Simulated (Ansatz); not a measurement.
Start from Tl in the hcp (Mg type) structure (space group P6_3/mmc, No. 194).

```yaml
crystal:
  lattice:
    - [3.45826, 0.00000, 0.00000]
    - [-1.72913, 2.99494, 0.00000]
    - [0.00000, 0.00000, 5.52340]
  atoms:
    - { symbol: Tl, position: [0.66667, 0.33333, 0.75000] }
    - { symbol: Tl, position: [0.33333, 0.66667, 0.25000] }
```

Level of theory: PBEsol, PAW, 420 eV (Ansatz, a quantum-chemistry and plane-wave program; no spin-orbit coupling).

One change was made to it. Results:

```json
[
 {"quantity": "shortest interatomic distance", "base": "3.408 Å", "after": "3.356 Å"},
 {"quantity": "c/a ratio", "base": "1.597", "after": "1.608"}
]
```

### Question
Name the change that was made.
A) pressure −1 GPa
B) pressure 22.5 GPa
C) pressure 2.1 GPa

### Answer
C, pressure 2.1 GPa. For comparison, the shortest interatomic distance in the other runs: pressure −1 GPa gives 3.440 Å; pressure 22.5 GPa gives 3.119 Å.

Load acts through the strain it causes; cell and atoms are relaxed under it. No phonon test of stability was made. Competing high-pressure phases were not computed.
